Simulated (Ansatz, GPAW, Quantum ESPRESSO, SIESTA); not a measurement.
One structure in several programs: KMg₆Cd (Amm2, 8 atoms in the cell)

Self-consistent single point, at a second geometry (lattice scaled by 0.98). First geometry:

```
KMg6Cd
1.0
    5.28674     0.00000     0.00000
    0.00000     3.36043     5.74281
    0.00000    -3.36043     5.74281
K Mg Cd
1 6 1
Direct
  0.00000   0.83158   0.83158
  0.00000   0.33561   0.82843
  0.00000   0.82843   0.33561
  0.00000   0.33673   0.33673
  0.50000   0.18714   0.65690
  0.50000   0.65690   0.18714
  0.50000   0.16693   0.16693
  0.50000   0.65669   0.65669
```

Shared settings, as Ansatz (an electronic-structure program) writes them: kpoints.mp_grid.grid = 4 3 3; scf.occupations.method = gaussian; scf.occupations.width = 0.05 eV. Potentials and cutoffs stand in the table.

```json
[
 {"code": "SIESTA", "model": "GGA PBEsol, numerical atomic orbitals DZP, PseudoDojo PBEsol standard norm-conserving potentials (rewritten from UPF to PSML)", "ΔF from the first geometry (meV/atom)": "28.9", "pressure (GPa)": "4.75", "largest force (eV/Å)": "0.220", "cutoff": "grid 350 Ry"},
 {"code": "GPAW", "model": "PBEsol, GPAW PAW datasets PBEsol (made by gpaw-setup)", "ΔF from the first geometry (meV/atom)": "4.9", "pressure (GPa)": "1.48", "largest force (eV/Å)": "0.117", "cutoff": "850 eV"},
 {"code": "Ansatz", "model": "PBEsol, PAW files made with PBE", "ΔF from the first geometry (meV/atom)": "5.4", "pressure (GPa)": "1.53", "largest force (eV/Å)": "0.117", "cutoff": "420 eV"},
 {"code": "Quantum ESPRESSO", "model": "PBEsol, GBRV 1.5 ultrasoft (PBESOL) pseudopotentials", "ΔF from the first geometry (meV/atom)": "5.5", "pressure (GPa)": "1.29", "largest force (eV/Å)": "0.118", "cutoff": "40 Ry"}
]
```

Size of the force on each atom (eV/Å): Sizes of forces hide their directions.

```tsv
code	K1	Mg2	Mg3	Mg4	Mg5	Mg6	Mg7	Cd8
SIESTA	0.116	0.124	0.124	0.043	0.220	0.220	0.036	0.155
GPAW	0.057	0.039	0.039	0.021	0.117	0.117	0.036	0.036
Ansatz	0.055	0.034	0.034	0.021	0.117	0.117	0.035	0.043
Quantum ESPRESSO	0.055	0.033	0.033	0.021	0.118	0.118	0.035	0.044
```

The spread over the programs that give each value: ΔF from the first geometry within 24.0 meV/atom; pressure within 3.46 GPa; largest force within 0.103 eV/Å.

SIESTA uses small atom-centred bases, whose incompleteness enters pressures, forces and empty levels differently from a plane-wave cutoff. Ansatz's pressure is given at a fixed set of plane waves, as the other plane-wave codes print theirs. In the pressure, SIESTA (by 3.27) lies more than 1 GPa from the median of the plane-wave programs. In the force vectors, SIESTA (by 0.115) lies more than 0.08 eV/Å from the median of the plane-wave programs.

The starting cell comes from a database of computed structures (which also holds hypothetical and non-ambient phases and stackings), without a prior relaxation at this level. Its lattice was rescaled by a random factor within 2.5 % of one. For this run, on top of that: lattice scaled by 0.98.

Left out of this page: CP2K (unsound by tests on forces, stress, charge or solver warnings); FLEUR (with a known weakness of the program).

Keys are those of Ansatz 0.2.
